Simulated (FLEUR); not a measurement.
Troubleshooting FLEUR: a failed run on YPd₂Si₂ (P1, 5 atoms in the cell). The aim is a self-consistent single point with DFT, PBEsol, all-electron FLAPW (FLEUR), scalar-relativistic valence.

Cell that was meant: a = 5.7205 Å, b = 5.7205 Å, c = 5.7205 Å, α = 137.73°, β = 137.73°, γ = 61.31°.

Part of the input:

```xml
   </cell>
   <atomSpecies>
      <species name="Yttrium (Y)" element="Y" atomicNumber="39">
         <mtSphere radius="3.22" gridPoints="925" logIncrement="0.014"/>
         <atomicCutoffs lmax="10" lnonsphr="8"/>
         <electronConfig flipSpins="F">
            <coreConfig>(1s1/2) (2s1/2) (2p1/2) (2p3/2) (3s1/2) (3p1/2) (3p3/2) (3d3/2) (3d5/2)</coreConfig>
[...]
         <lo type="SCLO" l="1" n="4" eDeriv="0"/>
      </species>
      <species name="Palladium (Pd)" element="Pd" atomicNumber="46">
         <mtSphere radius="2.99" gridPoints="859" logIncrement="0.015"/>
         <atomicCutoffs lmax="10" lnonsphr="8"/>
         <electronConfig flipSpins="F">
            <coreConfig>(1s1/2) (2s1/2) (2p1/2) (2p3/2) (3s1/2) (3p1/2) (3p3/2) (4s1/2) (3d3/2) (3d5/2)</coreConfig>
[...]
         <lo type="SCLO" l="1" n="4" eDeriv="0"/>
      </species>
      <species name="Silicon (Si)" element="Si" atomicNumber="14">
         <mtSphere radius="1.94" gridPoints="559" logIncrement="0.02"/>
         <atomicCutoffs lmax="6" lnonsphr="4"/>
         <electronConfig flipSpins="F">
            <coreConfig>(1s1/2) (2s1/2) (2p1/2) (2p3/2)</coreConfig>
```

The program printed (abridged):

```
      Welcome to FLEUR        (www.flapw.de)
      MaX-Release 8.1          (www.max-centre.eu)
**************FLEUR-Error*****************
Error message: Overlapping MT-radii of two neighbours detected.
Error occurred in subroutine: chkmt
Error from PE:0/1
 Last known location:
```

From the messages shown, name the fault and mend the input.

The fault is overlapping muffin-tin spheres. The method divides space into non-overlapping spheres and the region between them. To fix it, shrink the radii. The program stopped before any SCF iteration.

The sound input it was made from differs as follows (other fixes are possible):
```diff
-         <mtSphere radius="3.22" gridPoints="925" logIncrement="0.014"/>
+         <mtSphere radius="2.68" gridPoints="925" logIncrement="0.014"/>
-         <mtSphere radius="2.99" gridPoints="859" logIncrement="0.015"/>
+         <mtSphere radius="2.49" gridPoints="859" logIncrement="0.015"/>
-         <mtSphere radius="1.94" gridPoints="559" logIncrement="0.02"/>
+         <mtSphere radius="1.62" gridPoints="559" logIncrement="0.02"/>
```

With that input, the run converged in 20 iterations: free energy E − TS -382379.1941 eV; Fermi level (on the code's own zero) 10.77 eV; largest force (vector length) 1.927 eV/Å (DFT, PBEsol, all-electron FLAPW (FLEUR), scalar-relativistic valence).

On the sound input: the starting cell comes from a database of published, mostly measured structures (it also holds non-ambient and calculated ones), without a prior relaxation at this level. Its atoms were displaced at random from the sites of space group no. 139. Spin polarisation is off. Values depend on the basis (sphere radii, cutoffs, local orbitals), which need not be converged. Forces in this geometry exceed 1 eV/Å.
